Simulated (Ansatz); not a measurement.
Input and output of a zone-centre phonon calculation for AlNi (Pm-3m, 2 atoms in the cell) (Ansatz, a program for electronic structure).

Level of theory: PBE (plane waves, PAW; Ansatz).

```
AlNi
1.0
    2.82139     0.00000     0.00000
    0.00000     2.82139     0.00000
    0.00000     0.00000     2.82139
Al Ni
1 1
Cartesian
  1.41070   1.41070   1.41070
  0.00000   0.00000   0.00000
```

Reference input (self-consistent single point, DFT, PBE, plane waves, default PAW files): kpoints.mp_grid.grid = 9 9 9; hamiltonian.xc = pbe; hamiltonian.pseudopotentials = {kind: paw} (the program's default PAW files); scf.occupations.method = gaussian; scf.occupations.width = 0.272 eV. This run's input differs from it in these lines:

```diff
@@ -16,6 +16,4 @@
   occupations: { method: gaussian, width: 0.272 eV }
-output:
-  forces: true
-  eigenvalues: true
-  stress: true
+phonons:
+  method: dfpt
```

Output (repeated stretches shortened):

```
SCF iter   1: F=—  HF=-6378.470487 eV  |F-HF|=—  |Δ(HF+E_count)|=         —  Δρ=6.28e-3  dr2=5.01e-3  ethr=1.77e-3  ⟨swp⟩=4.1  Hψ=4966  notcnv=0
all-band conjugate gradients solve this SCF's bands
preconditioner: auto → none
SCF iter   2: F=—  HF=-6378.470108 eV  |F-HF|=—  |Δ(HF+E_count)|=   3.79e-4  Δρ=3.33e-3  dr2=1.66e-3  ethr=2.39e-5  ⟨swp⟩=1.1  Hψ=1729  notcnv=0
SCF iter   3: F=—  HF=-6378.469900 eV  |F-HF|=—  |Δ(HF+E_count)|=   2.08e-4  Δρ=4.79e-4  dr2=3.43e-5  ethr=7.89e-6  ⟨swp⟩=1.0  Hψ=1109  notcnv=0
SCF iter   4: F=—  HF=-6378.469895 eV  |F-HF|=—  |Δ(HF+E_count)|=   4.77e-6  Δρ=1.23e-4  dr2=1.20e-6  ethr=1.63e-7  ⟨swp⟩=2.3  Hψ=1754  notcnv=0
SCF iter   5: F=—  HF=-6378.469898 eV  |F-HF|=—  |Δ(HF+E_count)|=   2.98e-6  Δρ=1.08e-5  dr2=4.04e-9  ethr=5.72e-9  ⟨swp⟩=2.2  Hψ=1622  notcnv=0
SCF iter   6: F=—  HF=-6378.469898 eV  |F-HF|=—  |Δ(HF+E_count)|=   4.06e-9  Δρ=1.67e-6  dr2=1.21e-10  ethr=1.92e-11  ⟨swp⟩=2.1  Hψ=1896  notcnv=0
SCF iter   7: F=-6378.469898 eV  HF=-6378.469898 eV  |F-HF|=1.82e-12  |Δ(HF+E_count)|=  1.00e-10  Δρ=1.57e-7  dr2=1.65e-12  ethr=1.00e-12  ⟨swp⟩=5.8  Hψ=4826  notcnv=0
SCF 1 converged in 7 iterations: F = -6378.469898 eV  dr2 = 1.65e-12
DFPT response loops at Γ: preconditioner auto → Kerker (q_TF=auto, 2.698 Å⁻¹) (partly filled bands, converged f_vac=0.000) …
Free energy (F): -6378.469898 eV
Internal energy: -6378.439942 eV  (E = F + TS)
E sigma→0 (E₀):  -6378.454920 eV
Entropy (-TS):   -0.029956 eV (-14.978 meV/atom)
Fermi energy:    15.111150 eV
--- Phonons (Γ-DFPT): 2 representative perturbations + reference, on 75 of 729 k-points (Σ response iterations 6) ---
  k mesh reduced under 8 symmetry operations, with k and −k counted as one. Each operation leaves every solved perturbation unchanged …
  ASR residual: 6.218e-5 → 0.000e0 eV/Å²; symmetrization residual: 1.052e-6 eV/Å²
  ASR residual per site (eV/Å²): 4.80e-5 6.22e-5
  Γ frequencies (cm⁻¹): 0.00 0.00 0.00 333.57 333.57 333.57
  non-analytic LO–TO correction: not included (Born effective charges unavailable; polar crystals: no LO–TO splitting at Γ)
```

The run converged in 7 iterations. 

Summary of the result:
```
Quantity                                                                   Value
--------------------------------------------------------  ----------------------
Free energy E − TS (on the zero of these files)                    -6378.4699 eV
Fermi level (on the code's own zero)                                    15.11 eV
Zone-centre frequencies (cm⁻¹; negative means imaginary)  0, 0, 0, 334, 334, 334
```

The starting cell comes from a database of computed structures (which also holds hypothetical and non-ambient phases and stackings), without a prior relaxation at this level. Its lattice was rescaled by a random factor within 2.5 % of one. Spin polarisation is off.

Keys are those of Ansatz 0.2.
